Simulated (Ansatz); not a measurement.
Consider MoRh (space group Pmma, No. 51; a = 4.383 Å, b = 2.722 Å, c = 4.780 Å; a cell from a computed database, its experimental status unchecked; relaxed with 0.1 eV smearing). Axes: x, y, z lie along a, b, c of the conventional cell.

Computed with DFT with PBEsol, PAW potentials and a 420 eV plane-wave cutoff in Ansatz (a quantum-chemistry and plane-wave program), no SOC.

The change: the cell is stretched by 5.26 % along x with no lateral relaxation, atoms relaxed at fixed cell.

Task: Predict the stress tensor and what it implies for the stiffness.

Result: Stress of the strained cell less that of the base (GPa, compression positive):
```
  -24.0     0.0     0.0
    0.0    -6.9     0.0
    0.0     0.0    -8.4
```

Then −Δσ_ii/ε with ε = 0.0526 gives secant stiffness values (nonlinear terms included at this strain): C11 ≈ 456 GPa, C12 ≈ 131 GPa and C13 ≈ 160 GPa.

As a check, the harmonic strain energy −½ V₀ Δσ:ε is 56 meV/atom; the computed energy rise is 60 meV/atom.

Whether these cells are dynamically stable was not tested. The final runs are not spin-polarised.
